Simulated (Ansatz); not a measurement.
Consider SnO$_{2}$ in the rutile structure (space group P4_2/mnm, No. 136; a = 4.769 Å, c = 3.212 Å). Axes: x, y, z lie along a, b, c of the conventional cell.

Method: PBEsol (Ansatz, a program for electronic structure), no spin-orbit coupling.

Base values:

| Item | Result |
|---|---|
| Electron mass | 0.17 mₑ along c, 0.19 mₑ across (at Γ) |
| Valence-band top at Γ | 0.00, -0.77, -0.77 eV |

Modification: tensor shear ε_xz = +1.33 % (engineering shear γ = 0.0266), atoms relaxed at fixed cell.

Task: How does this affect the electron mass, valence-band top at Γ, energy relative to the base and largest internal atomic displacement?

Result: The electron mass becomes 0.17 mₑ along z, 0.19 mₑ across (at Γ) (base: 0.17 mₑ along c, 0.19 mₑ across (at Γ)); the valence-band top at Γ (three highest levels, from the VBM) goes from 0.00, -0.77, -0.77 eV to 0.00, -0.77, -0.78 eV; the energy increases by 2.4 meV/atom; the largest internal atomic displacement is 0.011 Å.

The levels and masses belong to the bands next to the band gap. The cells carry an imposed strain or load. Effective masses come from finite differences of ±0.01 Å⁻¹. Whether these cells are dynamically stable was not tested.
